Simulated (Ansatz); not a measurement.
Reference: HgF$_{2}$ (Fm-3m), PBEsol with spin-orbit coupling, rigid bands (plane waves, PAW; Ansatz, a first-principles code); geometry: cell and atoms relaxed with PBEsol.

```cif
data_F8Hg4
_chemical_formula_sum 'Hg4 F8'
_space_group_name_H-M_alt 'Fm-3m'
_space_group_IT_number 225
_space_group_name_Hall '-F 4 2 3'
_cell_length_a 5.53901
_cell_length_b 5.53901
_cell_length_c 5.53901
_cell_angle_alpha 90.000
_cell_angle_beta 90.000
_cell_angle_gamma 90.000
loop_
_atom_site_label
_atom_site_type_symbol
_atom_site_symmetry_multiplicity
_atom_site_Wyckoff_symbol
_atom_site_fract_x
_atom_site_fract_y
_atom_site_fract_z
_atom_site_occupancy
Hg1 Hg 4 a 0.00000 0.00000 0.00000 1
F1 F 8 c 0.25000 0.25000 0.25000 1
```
(The calculation used a cell of 3 atoms; values per cell refer to that cell.)

| Item | Result |
|---|---|
| band gap | 0.38 eV |
| hole conductivity mass | 2.5 mₑ |
| Seebeck coefficient, p-type 1e19 cm⁻³ | 402 μV/K |

Question: Swap Hg for Pb, keeping the structure type. How do these values move?

Answer: PbF$_{2}$ (Fm-3m): volume per atom 14.2 to 17.1 Å³; band gap rises (0.38 eV to 3.94 eV); hole conductivity mass rises (2.5 mₑ to 4.6 mₑ); Seebeck coefficient, p-type 1e19 cm⁻³ rises (402 μV/K to 689 μV/K).

Moves up to 5 % count as about the same. Masses are for dilute carriers at 300 K, harmonic means over directions unless an axis is named. Seebeck coefficients are for the stated density at 300 K, with one relaxation time for all states and whether or not that doping can be reached.

Formula and space group known from diffraction (Crystallography Open Database), not checked to be the room-temperature form: HgF2 (Fm-3m), PbF2 (Fm-3m).
